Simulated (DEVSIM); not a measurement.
Structure: abrupt In0.53Ga0.47As p-n junction, at 350 K.

```csv
layer (left to right),material,thickness (μm),Nd (cm⁻³),Na (cm⁻³),τn (s),τp (s)
1,In0.53Ga0.47As,17.0,-,3.5e17,1.2e-8,1.2e-8
2,In0.53Ga0.47As,27.0,3.7e16,-,1.2e-8,1.2e-8
```

Left contact: ohmic. Right contact: ohmic. Voltage is applied to the left contact. Recombination: SRH at mid-gap. Mobility is μmin + (μ − μmin)/(1 + (N/Nref)^α).

This is a model device: material constants are rounded textbook-type values typed into the input, and sizes, dopings and lifetimes were drawn at random. Values at 300 K; Nc and Nv go as T^1.5, mobilities as T to minus their exponent, the gap by Varshni's rule with the affinity fixed.

```csv
parameter,In0.53Ga0.47As
gap (eV),0.74
affinity (eV),4.51
permittivity,13.9
Nc (cm⁻³),2.1e17
Nv (cm⁻³),7.7e18
μn (cm²/Vs),12000
μp (cm²/Vs),300
"μn,min",300
"μp,min",10
"Nref,n",1.3e17
"Nref,p",4.9e17
αn,0.48
αp,0.4
T exponent of μn,1.6
T exponent of μp,1.6
Varshni α (eV/K),0.00035
Varshni β (K),190
```

Simulated with DEVSIM: 1D drift-diffusion, Boltzmann statistics, complete ionisation; no tunnelling, impact ionisation, image-force lowering or self-heating.

The temperature was swept, all else fixed.

```
temperature (K)  dark forward voltage at 100 A/cm² (V)  largest field in the device at zero bias (V/cm)  potential step across the device at zero bias (V)  dark forward voltage at 1 A/cm² (V)
---------------  -------------------------------------  -----------------------------------------------  -------------------------------------------------  -----------------------------------
250                                              0.616                                            74000                                              0.662                                0.497
300                                              0.562                                            71000                                              0.615                                0.418
350                                              0.506                                            68000                                              0.565                                0.337
400                                              0.448                                            65000                                              0.513                                0.253
450                                              0.390                                            62000                                              0.459                                0.169
500                                              0.331                                            59000                                              0.403                                0.090
```

From the first row to the last the dark forward voltage at 100 A/cm² goes from 0.616 to 0.331. From the first row to the last the largest field in the device at zero bias goes from 74000 to 59000.
